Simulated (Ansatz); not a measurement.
The reference is CsSnI$_{3}$ in the cubic perovskite structure (space group Pm-3m, No. 221; a = 6.2713 Å).

Method: Ansatz (a program for electronic structure) PBE, without spin-orbit coupling.

Strains are applied to the cell and any free atomic positions relax.

One change was made to it. Results:

The band gap falls by 0.24 eV, from 0.45 eV to 0.21 eV; the energy goes up by 9.4 meV/atom.

Problem. Which change produced these results?
(A) isotropic strain −1.80 %
(B) isotropic strain −1.20 %
(C) isotropic strain −3.00 %

Solution. A, isotropic strain −1.80 %. For comparison, the band gap in the other runs: isotropic strain −1.20 % gives 0.29 eV; isotropic strain −3.00 % gives zero.

Spin-orbit coupling, missing from the scalar runs, can matter with I. No phonon test of stability was made. The final runs are not spin-polarised. Many cubic perovskites are stable only at high temperature; tilts and polar distortions were not tested. Gaps under 0.05 eV, about the width of the smearing, are given as zero. The zero or small gap of CsSnI3 under isotropic strain −1.80 %, CsSnI3 under isotropic strain −1.20 % and CsSnI3 under isotropic strain −3.00 % can change with the level of theory.
